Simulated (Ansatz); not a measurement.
A 16-atom cell of (Cd,Be)Te started in the zinc blende structure, site fractions Cd 0.625, Be 0.375, short-range order -0.07 among the nearest mixed sites (0 is random, a negative value favours unlike neighbours), space group R3m at the end, an ordered arrangement that its symmetry holds. The mixed sublattice has 8 sites.

The mixing enthalpy is taken against the end members in the zinc blende type, relaxed in the same cell and mesh.

Calculation: PBE (plane waves to 420 eV, PAW; Ansatz, a program for electronic structure). No spin–orbit coupling; with elements this heavy it can move edges by tenths of an eV. Its k-point mesh 4×4×4, Fermi–Dirac width 0.01 eV.

| cell | energy at zero smearing (eV) |
|---|---|
| CdTe | -121882.709 |
| BeTe | -56587.558 |
| Be3Cd5Te8 | -97395.707 |

Task: Work out the mixing enthalpy per mixed site and the interaction parameter Ω of a regular solution.

Result: With x = 3/8 of the second end member, ΔH = [-97395.707 − 5/8 × (-121882.709) − 3/8 × (-56587.558)] / 8 = 165.0 meV against the separate end members. Ω = ΔH / x(1 − x) = 704 meV.
